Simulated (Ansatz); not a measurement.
A self-consistent single point of Sn (I4_1/amd, 2 atoms in the cell) with Ansatz (an electronic-structure program).

Computed with PBE (plane waves, PAW; Ansatz).

```
CELL_PARAMETERS angstrom
     -2.94014     2.94014     1.59930
      2.94014    -2.94014     1.59930
      2.94014     2.94014    -1.59930
ATOMIC_POSITIONS crystal
  Sn 0.75000 0.25000 0.50000
  Sn 0.00000 0.00000 0.00000
```

Reference input (self-consistent single point, DFT, PBE, plane waves, default PAW files): basis.ecutwfc = 420 eV; kpoints.mp_grid.grid = 12 12 12; hamiltonian.xc = pbe; hamiltonian.pseudopotentials = {kind: paw} (the program's default PAW files); scf.occupations.method = methfessel_paxton; scf.occupations.width = 0.05 eV. This run's input differs from it in these lines:

Ansatz 0.2 input:
```diff
@@ -9,3 +9,3 @@
 basis:
-  ecutwfc: 420.0
+  ecutwfc: 250.0
 kpoints:
```

Output, abridged:

```
SCF iter   1: F=—  HF=-12047.313258 eV  |F-HF|=—  |Δ(HF+E_count)|=         —  Δρ=1.04e-2  dr2=2.30e-2  ethr=1.77e-3  ⟨swp⟩=5.7  Hψ=13195  notcnv=0
all-band conjugate gradients solve this SCF's bands
preconditioner: auto → Kerker (q_TF=auto, 2.436 Å⁻¹)
SCF iter   2: F=—  HF=-12047.294711 eV  |F-HF|=—  |Δ(HF+E_count)|=   1.85e-2  S|Δr|=    0.00e0  Δρ=4.04e-3  dr2=2.61e-3  ethr=8.20e-5  ⟨swp⟩=2.0  Hψ=7140  notcnv=0  defer=32
SCF iter   3: F=—  HF=-12047.294329 eV  |F-HF|=—  |Δ(HF+E_count)|=   3.82e-4  S|Δr|=    0.00e0  Δρ=9.22e-4  dr2=2.14e-4  ethr=9.32e-6  ⟨swp⟩=2.0  Hψ=5773  notcnv=0  defer=32
SCF iter   4: F=—  HF=-12047.294472 eV  |F-HF|=—  |Δ(HF+E_count)|=   1.43e-4  S|Δr|=    0.00e0  Δρ=9.78e-5  dr2=3.81e-6  ethr=7.64e-7  ⟨swp⟩=2.0  Hψ=3555  notcnv=0  defer=32
SCF iter   5: F=—  HF=-12047.294475 eV  |F-HF|=—  |Δ(HF+E_count)|=   2.71e-6  S|Δr|=    0.00e0  Δρ=2.24e-5  dr2=2.48e-7  ethr=1.36e-8  ⟨swp⟩=2.0  Hψ=5174  notcnv=0  defer=32
SCF iter   6: F=-12047.294475 eV  HF=-12047.294475 eV  |F-HF|=5.54e-9  |Δ(HF+E_count)|=   1.71e-7  S|Δr|=    0.00e0  Δρ=7.01e-6  dr2=3.61e-8  ethr=3.57e-10  ⟨swp⟩=4.9  Hψ=9790  notcnv=0
SCF 1 converged in 6 iterations: F = -12047.294475 eV  dr2 = 3.61e-8
Stability not checked (fill_not_monotonic)
Free energy (F): -12047.294475 eV
Internal energy: -12047.294545 eV  (E = F + TS)
E sigma→0 (E₀):  -12047.294493 eV
Entropy (-TS):   0.000070 eV (0.035 meV/atom)
Fermi energy:    10.484085 eV
--- Forces (eV/Å), atoms counted from 1 ---
  atom   1  Sn    -0.00000000     0.00000000     0.00000000
  atom   2  Sn    -0.00000000     0.00000000     0.00000000
--- Stress (GPa, compression-positive) ---
        2.248909       0.000000      -0.000000
        0.000000       2.248909       0.000000
       -0.000000      -0.000000       1.999078
  P = ⅓ Tr σ = 2.1656 GPa (21.656 kbar)
  The stress holds the Pulay correction. Without it, at fixed plane waves, as pw.x and ABINIT print it: P = -22.7029 GPa
```

The run converged in 6 iterations. Against the reference run the free energy goes up by 522 meV/atom and the pressure goes from 1.33 to 2.17 GPa.

The starting cell comes from a database of computed structures (which also holds hypothetical and non-ambient phases and stackings), without a prior relaxation at this level. Ansatz's pressure includes its estimate of the finite-basis (Pulay) stress. Without the estimate this run gives -22.70 GPa. The cutoff lies below the one recommended for these files.
